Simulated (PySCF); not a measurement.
PySCF 2.14.0, HF/def2-tzvp, df: Ta(O)(F)2 ([O]=[Ta+]([F])[F]), charge +1, multiplicity 1, 4 atoms. The geometry is a generated start, not checked to be a minimum at this level.

```json
{
 "task": "energy",
 "method": "hf",
 "basis": "def2-tzvp",
 "two_electron_scheme": "density fitting",
 "mol.max_memory": "3000 MB",
 "mf.max_cycle": "100",
 "mf.conv_tol": "1e-09 (default)",
 "effective_core_potentials": "those of the basis set, past Kr",
 "basis_functions": "133"
}
```

```xyz
4

Ta     0.2783     0.5154     0.1894
O      1.4691    -0.6320    -0.3937
F     -0.7567    -0.4883     1.4230
F     -0.9906     0.6049    -1.2187
```

Charge 1 and multiplicity 1 are set for this test and not shown to be the ground state.

With the defaults (mf.diis = true, mf.diis_space = 8, mf.init_guess = minao, newton = off, mf.DIIS = CDIIS, mf.damp = 0, mf.diis_start_cycle = 1, mf.level_shift = 0) it converges in 16 Fock builds. One run each on 2 threads, 1 BLAS thread, with these changes:
- mf.diis = false, mf.damp = 0.7, mf.diis_start_cycle = 999
- mf.diis_space = 20
- mf.DIIS = EDIIS
- mf.diis = false
- newton = Hessian by the SCF's own integrals
- mf.diis_space = 12
- mf.level_shift = 0.3 Hartree
- mf.init_guess = atom
- mf.level_shift = 0.1 Hartree

Task: Which of these changes keep the SCF from converging, or lead it to another solution?

Result: No convergence: mf.diis = false (the run ends without SCF convergence in 100 cycles). The rest reach the solution of the defaults.

```json
[
 {"setting": "mf.diis_space = 12", "Fock builds": "15", "end": "same solution"},
 {"setting": "mf.diis_space = 20", "Fock builds": "15", "end": "same solution"},
 {"setting": "the defaults", "Fock builds": "16", "end": "same solution"},
 {"setting": "mf.init_guess = atom", "Fock builds": "16", "end": "same solution"},
 {"setting": "mf.level_shift = 0.1 Hartree", "Fock builds": "17", "end": "same solution"},
 {"setting": "mf.level_shift = 0.3 Hartree", "Fock builds": "19", "end": "same solution"},
 {"setting": "newton = Hessian by the SCF's own integrals", "Fock builds": "47", "end": "same solution"},
 {"setting": "mf.diis = false, mf.damp = 0.7, mf.diis_start_cycle = 999", "Fock builds": "79", "end": "same solution"},
 {"setting": "mf.DIIS = EDIIS", "Fock builds": "100", "end": "same solution"},
 {"setting": "mf.diis = false", "Fock builds": "101", "end": "no convergence"}
]
```

Under newton the count holds the products with the orbital Hessian.
